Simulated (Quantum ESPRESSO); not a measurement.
Variants of one calculation on BaIrO3 (Pm-3m, 5 atoms in the cell)

```
BaIrO3
1.0
    4.01369     0.00000     0.00000
    0.00000     4.01369     0.00000
    0.00000     0.00000     4.01369
Ba Ir O
1 1 3
Direct
  0.50000   0.50000   0.50000
  0.00000   0.00000   0.00000
  0.00000   0.00000   0.50000
  0.50000   0.00000   0.00000
  0.00000   0.50000   0.00000
```

Base run A: PBEsol, GBRV 1.5 ultrasoft (PBESOL) pseudopotentials (Quantum ESPRESSO 7.5), self-consistent single point.

Its settings: ecutwfc = 40 Ry; ecutrho = 320 Ry; occupations = smearing; smearing = gaussian; degauss = 0.0036749 Ry; potentials = {Ba: ba_pbesol_v1.uspp.F.UPF, Ir: ir_pbesol_v1.2.uspp.F.UPF, O: o_pbesol_v1.2.uspp.F.UPF}; K_POINTS = automatic 7 7 7 1 1 1; conv_thr = 1e-09 Ry; mixing_beta = 0.4.

The starting cell comes from a database of computed structures (which also holds hypothetical and non-ambient phases and stackings), without a prior relaxation at this level. Its lattice was rescaled by a random factor within 2.5 % of one. Spin polarisation is off; with an odd number of electrons in the cell that forces a metal, and a magnetic state may lie lower.

ΔF is the free energy per atom less that of run A. A dash stands where there is no value to compare (another energy zero or no entropy term, no result, no spin, no clean gap, or a mesh too coarse for one). Absolute energies have different zeros for different potentials, functionals, Hubbard and dispersion terms and are not compared across them.

Run A gave: pressure (GPa) -0.70; k-points 20.

Runs:
- B: K_POINTS: automatic 7 7 7 1 1 1 → automatic 6 6 6 0 0 0
- C: ecutwfc: 40 Ry → 16 Ry; ecutrho: 320 Ry → 128 Ry
- D: degauss: 0.0036749 Ry → 0.02205 Ry; K_POINTS: automatic 7 7 7 1 1 1 → automatic 5 5 5 1 1 1
- E: vdw_corr: default → grimme-d3; dftd3_version: default → 3; dftd3_threebody: default → false [PBEsol-D3(0)]
- F: conv_thr: 1e-09 Ry → 7.3e-14 Ry
- G: nosym: default → true
- H: conv_thr: 1e-09 Ry → 0.0001 Ry
- I: mixing_ndim: default → 12

### Question
What does run D change against A?

### Answer
The free energy drops by 20.8 meV/atom and the pressure moves little (-0.70 to -0.69 GPa).

### Question
What does run B change against A?

### Answer
The free energy drops by 9.0 meV/atom and the pressure hardly changes (-0.70 to -0.63 GPa).

### Question
What does run C change against A?

### Answer
The free energy rises by 7.07 eV/atom and the pressure goes from -0.70 to -280.9 GPa.

| run | ΔF (meV/atom) | pressure (GPa) | k-points |
|---|---|---|---|
| A | 0.00 | -0.70 | 20 |
| B | -9.0 | -0.63 | 20 |
| C | 7069.5 | -280.88 | 20 |
| D | -20.8 | -0.69 | 10 |
| E | – | -2.79 | 20 |
| F | 0.00 | -0.70 | 20 |
| G | 0.00 | -0.71 | 172 |
| H | 0.11 | 0.72 | 20 |
| I | 0.00 | -0.70 | 20 |
